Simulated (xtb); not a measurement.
xtb 6.7.1, GFN2-xTB: Si(Br)(OEt)(NMe2)2 (CCO[Si](Br)(N(C)C)N(C)C), 28 atoms. The geometry is a generated start, not checked to be a minimum at this level.

```yaml
method: GFN2-xTB
"--acc": 1 (default)
"--etemp (K)": 300 (default)
detailed input (--input): "none: ANC optimiser, Lindh (1995) Hessian, microcycle=20, maxdispl=1.0, hlow=0.01 (default)"
basis_functions: 73
valence_electrons: 68
```

```xyz
28

C      3.1498    -1.9226    -0.3366
C      2.4087    -0.8896     0.4933
O      1.0505    -0.8784     0.1143
Si    -0.1514     0.1120     0.5374
Br     0.1555     0.6019     2.6913
N     -0.1693     1.5470    -0.3945
C      0.9608     1.9937    -1.1696
C     -1.1617     2.5710    -0.1897
N     -1.6858    -0.6262     0.4376
C     -2.1569    -1.6179     1.3727
C     -2.4316    -0.6386    -0.7963
H      2.7186    -2.9067    -0.1762
H      3.0746    -1.6781    -1.3935
H      4.1977    -1.9423    -0.0497
H      2.4734    -1.1310     1.5613
H      2.8433     0.1059     0.3449
H      1.6165     1.1535    -1.3733
H      1.5289     2.7708    -0.6413
H      0.6147     2.4084    -2.1203
H     -1.5111     2.9546    -1.1539
H     -2.0085     2.1590     0.3529
H     -0.7526     3.4124     0.3833
H     -1.9968    -2.6328     0.9906
H     -3.2288    -1.4785     1.5398
H     -1.6450    -1.5226     2.3260
H     -3.4825    -0.4032    -0.5973
H     -2.3858    -1.6228    -1.2756
H     -2.0251     0.1012    -1.4776
```

The structure is relaxed from this start with --opt LEVEL for the levels crude, sloppy, loose, lax, normal, tight, vtight, extreme, once each. Up to the end of the extreme run atoms move by at most 1.6 Å along an axis.

Choose the cheapest level whose final energy lies within 5 meV of that of extreme.

tight: 102 cycles against 122, ending 0.24 meV above.

```csv
level,cycles,energy above the extreme run (meV),gradient norm (eV/Å)
crude,1,46,0.20
sloppy,1,46,0.20
loose,1,46,0.20
lax,3,45,0.11
normal,27,31,0.038
tight,102,0.24,0.0083
vtight,121,under 0.01,0.0015
extreme,122,—,0.0012
```
